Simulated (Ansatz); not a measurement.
The starting structures come from a database of crystals and need not be the phases stable at ambient conditions.

 Where the default PAW files enter, the runs use the earlier of Ansatz's two default sets.

Inside the gap of an insulator the Bloch states are evanescent, with a wavenumber k + iκ along the transport direction.

Consider the following.

```xyz
9
Lattice="6.3444 0.0000 0.0000 0.0000 6.3444 0.0000 3.1722 -3.1722 4.4862" Properties=species:S:1:pos:R:3 pbc="T T T"
Cs     3.1722     0.0000     2.2431
Cs     6.3444     3.1722     2.2431
H      3.1722     3.1722     2.8430
H      6.3444     0.0000     1.6432
H      5.1825     5.1825     0.0000
H      1.1619     1.1619     0.0000
H      1.1619     5.1825     0.0000
H      5.1825     1.1619     0.0000
Pt     0.0000     0.0000     0.0000
```

Space group of this cell: Fm-3m. The cell is taken as given.

Transport runs along the normal of the first two printed cell vectors, the (001) plane of the conventional cell.

No gap correction and no spin-orbit coupling; mid-gap values are interpolated between computed energies.

Task: State the band gap and the smallest decay constant κ at mid-gap according to r2SCAN run with Ansatz (a first-principles code).

Result: Gap 4.24 eV on a 8×8×8 mesh; κ = 0.463 1/Å, at the zone centre.
